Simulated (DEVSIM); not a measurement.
System: Mo/SiO2/p-Ge capacitor, at 300 K.

```csv
layer (left to right),material,thickness (nm),Na (cm⁻³)
1,SiO2,29.0,-
2,Ge,4300,1.9e16
```

Metal gate on the left, work function 4.6 eV. Fixed charge at the semiconductor interface -3e10 cm⁻² (in units of +e); no interface traps.

This is a model device: material constants are rounded textbook-type values typed into the input, and sizes, dopings and lifetimes were drawn at random. Values at 300 K.

```
parameter      SiO2       Ge
-------------  ----  -------
gap (eV)          9    0.664
affinity (eV)   0.9        4
permittivity    3.9       16
Nc (cm⁻³)         -  1.04e19
Nv (cm⁻³)         -     6e18
```

Simulated with DEVSIM: 1D Poisson equation in equilibrium, Boltzmann statistics, complete ionisation; no quantum confinement or tunnelling. Metal contacts follow the ideal Schottky-Mott rule: no Fermi-level pinning, no interface dipoles.

The substrate doping was swept, all else fixed.

```
substrate doping (cm^-3)  minimum of the low-frequency capacitance (μF/cm²)  threshold voltage (band bending 2φF) (V)  flat-band voltage (V)
------------------------  -------------------------------------------------  ----------------------------------------  ---------------------
9.5e14                                                               0.0262                                      0.48                   0.20
1.9e15                                                               0.0327                                      0.54                   0.18
3.8e15                                                               0.0368                                      0.62                   0.17
9.5e15                                                               0.0466                                      0.77                   0.14
1.9e16                                                               0.0536                                      0.94                   0.13
3.8e16                                                                    …                                         …                   0.11
```

Task: Complete the blanks.

Result: 
- 3.8e16, minimum of the low-frequency capacitance (μF/cm²): 0.0619
- 3.8e16, threshold voltage (band bending 2φF) (V): 1.18
